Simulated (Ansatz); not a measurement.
# TiSi2: response to strain

The parent structure is TiSi$_{2}$ (space group Cmcm, No. 63; a = 3.5266 Å, b = 13.5168 Å, c = 3.5652 Å). Axes: x, y, z lie along a, b, c of the conventional cell.

Strains are applied to the cell and any free atomic positions relax; under biaxial strain the out-of-plane vector relaxes too; under stress the whole cell relaxes.

The values are results of r2SCAN (Ansatz, a first-principles code, PAW, without spin-orbit coupling), not measurements.

Notes on the quantities. pressure: mean of the normal stresses, compression positive.

| variant | pressure | shortest interatomic distance | space group |
|---|---|---|---|
| base | 0.0 GPa | 2.380 Å | Cmcm (No. 63) |
| biaxial strain −3.74 %, plane normal [001], relaxed out of plane | 7.7 GPa | 2.384 Å | Cmcm (No. 63) |
| biaxial strain +0.38 %, plane normal [001], relaxed out of plane | -0.6 GPa | 2.380 Å | Cmcm (No. 63) |
| biaxial strain +2.28 %, plane normal [001], relaxed out of plane | -3.7 GPa | ? | Cmcm (No. 63) |
| biaxial strain +4.91 %, plane normal [001], relaxed out of plane | -7.0 GPa | 2.388 Å | Cmcm (No. 63) |
| isotropic strain +3.27 % | -10.9 GPa | 2.420 Å | Cmcm (No. 63) |
| uniaxial strain ε_xx = −1.94 % | 3.1 GPa | 2.373 Å | Cmcm (No. 63) |
| tensor shear ε_yz = −1.16 % | 0.1 GPa | 2.362 Å | C2/m (No. 12) |
| uniaxial stress, 5 GPa tension along z | – | ? | Cmcm (No. 63) |

Task: Some entries are withheld; estimate them.

Result: 
- biaxial strain +2.28 %, plane normal [001], relaxed out of plane, shortest interatomic distance: 2.382 Å
- uniaxial stress, 5 GPa tension along z, shortest interatomic distance: 2.393 Å

Without a gap, meshes like the base's 14×14×13 leave anisotropic stresses uncertain by several tenths of a GPa, and small strain energies with them. Stability under load was not tested beyond the relaxation. All final runs are without spin polarisation.
